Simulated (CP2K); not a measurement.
A self-consistent single point of Be5Co (P1, 6 atoms in the cell) with CP2K.

Method of the run: LDA (Pade form), GPW, DZVP-MOLOPT-SR-GTH basis, GTH-PADE potentials (GTH_POTENTIALS) (CP2K).

The change in words: atoms moved at random. Reference geometry:
```xyz
6
Lattice="4.0785 0.0000 0.0000 2.0392 3.5321 0.0000 2.0392 1.1774 3.3301" Properties=species:S:1:pos:R:3 pbc="T T T"
Be     2.0392     1.1774     0.8325
Be     4.0785     2.3547     0.4106
Be     4.0785     1.1720     2.0832
Be     5.1028     2.9461     2.0832
Be     3.0542     2.9461     2.0832
Co     0.0000     0.0000     0.0000
```

Reference input (self-consistent single point, DFT LDA (Pade form), GPW, DZVP-MOLOPT-SR-GTH basis, GTH-PADE potentials (GTH_POTENTIALS)): CUTOFF = 600 Ry; REL_CUTOFF = 40 Ry; SMEAR/METHOD = FERMI_DIRAC; ELECTRONIC_TEMPERATURE = 1160.45 K; KPOINTS/SCHEME = MONKHORST-PACK 8 8 8; GAMMA_CENTERED = T; XC_FUNCTIONAL = PADE; Be/BASIS_SET = DZVP-MOLOPT-SR-GTH-q4; Be/POTENTIAL = GTH-PADE-q4; Co/BASIS_SET = DZVP-MOLOPT-SR-GTH-q17; Co/POTENTIAL = GTH-PADE-q17; METHOD = GPW. This run's input differs from it in these lines:

```diff
@@ -70,8 +70,8 @@
       SCALED
-      Be       0.25000000     0.25000000     0.25000000
-      Be       0.62557000     0.62557000     0.12329000
-      Be       0.62557000     0.12329000     0.62557000
-      Be       0.62557000     0.62557000     0.62557000
-      Be       0.12329000     0.62557000     0.62557000
-      Co       0.00000000     0.00000000     0.00000000
+      Be       0.25072400     0.26514700     0.24575200
+      Be       0.62243300     0.62912200     0.12294500
+      Be       0.63350500     0.11332400     0.62765800
+      Be       0.61656500     0.61268600     0.62994100
+      Be       0.13717600     0.61865200     0.61631200
+      Co      -0.01040400     0.01106900     0.00739300
     &END COORD
```

Output, abridged:

```
 SCF WAVEFUNCTION OPTIMIZATION

  Step     Update method      Time    Convergence         Total energy    Change
     1 NoMix/Diag. 0.30E+00      -     1.41581638      -220.2178209813 -2.20E+02
     2 Broy./Diag. 0.30E+00      -     0.02643682      -218.4678579523  1.75E+00
     3 Broy./Diag. 0.30E+00      -     0.03192468      -217.7709387906  6.97E-01
     4 Broy./Diag. 0.30E+00      -     0.07173388      -218.1404611189 -3.70E-01
     5 Broy./Diag. 0.30E+00      -     0.00356444      -217.9791821310  1.61E-01
     6 Broy./Diag. 0.30E+00      -     0.00391452      -218.0133084620 -3.41E-02
   [... 5 lines left out ...]
    12 Broy./Diag. 0.30E+00      -     0.00000455      -218.0105533959 -1.14E-04
    13 Broy./Diag. 0.30E+00      -     0.00000280      -218.0105816280 -2.82E-05
    14 Broy./Diag. 0.30E+00      -     0.00000122      -218.0105956572 -1.40E-05
    15 Broy./Diag. 0.30E+00      -     0.00000013      -218.0105935137  2.14E-06
  *** SCF run converged in    15 steps ***

  Overlap energy of the core charge distribution:               0.00000000000001
  Self energy of the core charge distribution:               -299.08771747553322
  Core Hamiltonian energy:                                     67.02899444988206
  Hartree energy:                                              42.40374904240088
  Exchange-correlation energy:                                -28.35249296484397
  Electronic entropic energy:                                  -0.00312656510449
  Fermi energy:                                                 0.29455653847968

  Total energy:                                              -218.01059351370833
  Total energy (extrapolated to T->0):                       -218.00903023115609

   [... lines left out ...]

 STRESS| Analytical stress tensor [bar]
 STRESS|                        x                   y                   z
 STRESS|      x       -6.55154618700E+04  -4.37650426493E+02   8.99632241148E+02
 STRESS|      y       -4.37650426493E+02  -6.25752466655E+04  -2.57748757518E+03
 STRESS|      z        8.99632241148E+02  -2.57748757518E+03  -6.11534578544E+04
 STRESS| 1/3 Trace                                            -6.30813887966E+04
```

The run converged in 15 iterations. Against the reference run the free energy rises by 16.5 meV/atom, the pressure goes from -6.76 to -6.31 GPa and the largest force goes from 0.024 to 1.286 eV/Å.

The starting cell comes from a database of computed structures (which also holds hypothetical and non-ambient phases and stackings), without a prior relaxation at this level. For this run, on top of that: atoms moved at random. Spin polarisation is off. Values carry the incompleteness of an atom-centred basis. With a pressure of about -6 GPa the cell is away from its equilibrium volume at this level. Forces in this geometry exceed 1 eV/Å.

Cost on one core of a shared machine: roughly 3 min.
